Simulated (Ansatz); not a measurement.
Take BP in the zinc blende structure (space group F-43m, No. 216; a = 4.5202 Å) as the base. Axes: x, y, z lie along the cube axes.

Modification: biaxial strain +0.77 %, plane normal [001], relaxed out of plane (Cartesian); in-plane vectors clamped, the third vector and the atoms free.

Levels (all Ansatz, an electronic-structure program, PAW): PBEsol (420 eV, no spin-orbit coupling); HSE06+SOC (420 eV, noncollinear with spin-orbit coupling).

The geometry is relaxed with PBEsol.

* **PBEsol lowest conduction level above the VBM at special points**: M 1.07 eV; X 1.20 eV; S 1.83 eV; Γ 3.25 eV
* **PBEsol valence-band top at Γ**: 0.00, -0.11, -0.11 eV

Question: Predict the lowest conduction level above the VBM at special points and valence-band top at Γ from HSE06+SOC.

Answer: The lowest conduction level above the VBM at special points becomes M 1.89 eV; X 2.02 eV; S 2.72 eV; Γ 4.21 eV (PBEsol: M 1.07 eV; X 1.20 eV; S 1.83 eV; Γ 3.25 eV); the valence-band top at Γ (three highest Kramers pairs, from the VBM) goes from 0.00, -0.11, -0.11 eV to 0.00, -0.10, -0.14 eV.

Single points use the geometry relaxed with PBEsol. HSE06 was sampled on its mesh, a few special points and the semilocal edge points, so its gap is an upper bound. Differences between runs with and without spin-orbit coupling are approximate. The levels and masses belong to the bands next to the band gap. Whether these cells are dynamically stable was not tested. Labels are those of the standard path for the cell's own space group.
